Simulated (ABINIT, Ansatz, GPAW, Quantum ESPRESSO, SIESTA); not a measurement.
Code comparison for YSb (Fm-3m, 2 atoms in the cell)

Self-consistent single point.

```xyz
2
Lattice="0.0000 3.1058 3.1058 3.1058 0.0000 3.1058 3.1058 3.1058 0.0000" Properties=species:S:1:pos:R:3 pbc="T T T"
Y      3.1058     3.1058     3.1058
Sb     0.0000     0.0000     0.0000
```

Shared settings, as Ansatz (a program for electronic structure) writes them: kpoints.mp_grid.grid = 4 4 4; scf.occupations.method = fermi_dirac; scf.occupations.width = 0.1 eV. Potentials and cutoffs stand in the table.

| code | model | pressure (GPa) | cutoff |
|---|---|---|---|
| Ansatz | LDA (PW92), PAW files made with PBE | -4.34 | 420 eV |
| ABINIT | LDA (PW92), norm-conserving pseudopotentials (PseudoDojo nc-sr-04 LDA standard) | -4.35 | 42 Ha |
| Quantum ESPRESSO | LDA (PZ), GBRV 1.5 ultrasoft (LDA) pseudopotentials | -4.40 | 40 Ry |
| GPAW | LDA (Perdew-Wang 92), GPAW PAW datasets LDA (gpaw-data 1.0.1) | -4.58 | 600 eV |
| SIESTA | LDA PW92, numerical atomic orbitals DZP, PseudoDojo LDA standard norm-conserving potentials (rewritten from UPF to PSML) | -4.85 | grid 350 Ry |

On Ansatz's run: spin-orbit coupling is off.

The spread over the programs that give each value: pressure within 0.51 GPa.

SIESTA uses small atom-centred bases, whose incompleteness enters pressures, forces and empty levels differently from a plane-wave cutoff. Ansatz's pressure is given at a fixed set of plane waves, as the other plane-wave codes print theirs. The same LDA comes in different parametrisations, which differ slightly.

On the base mesh (12 12 12) the same programs gave: Ansatz pressure -4.47 GPa; Quantum ESPRESSO pressure -4.52 GPa; ABINIT pressure -4.48 GPa; GPAW pressure -4.67 GPa; SIESTA pressure -5.01 GPa.

The starting cell comes from a database of computed structures (which also holds hypothetical and non-ambient phases and stackings), without a prior relaxation at this level.

Left out of this page: Elk (not drawn, or without a comparable value).

Keys are those of Ansatz 0.2.
